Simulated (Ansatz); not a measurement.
**K on the Zn site (chalcopyrite ZnGeP2 host)**

The numbers are results of PBE, PAW (plane waves to 420 eV; Ansatz, a program for electronic structure), not measurements. The supercell holds 64 host sites (2×2×1 repeats of a cell of 16 atoms), with a 2×2×2 shifted k-point sampling for the final energies. Site at the start: the Zn site. Finite-size correction: monopole term and site-potential alignment. Dielectric constants: PBE linear response of the host. Host gap at this level: 1.14 eV. A cell of this size leaves errors of a few tenths of an eV. The semilocal functional narrows the gap, so deep levels can fall outside it. Spin–orbit coupling is left out. Each state is the lowest found from its start.

Charges with a result: +1, 0, −1. Others weren't obtained, and one of them could lie lower, also by skipping a charge.

| charge | moment (μB) | largest move off a lattice site (Å) | image correction with alignment (eV) |
|---|---|---|---|
| +1* | not spin-polarised | 1.27 | – |
| 0† | 1.0 | 1.15 | 0.00 |
| −1 | not spin-polarised | 1.28 | 0.06 |

* At this level the carrier isn't localised at the defect: at charge +1 holes occupy the valence band. Such a state is shallow or no state of the defect, and this cell gives it no level.

† Not settled in this cell, so no level is given: charge 0: level within 0.1 eV of a band edge or past it.

Flagged in the runs: a host whose relaxation on this sampling wasn't shown to rest, a strain field that reaches the edge of the cell.

All states together cost around 3 core-hours (rough).
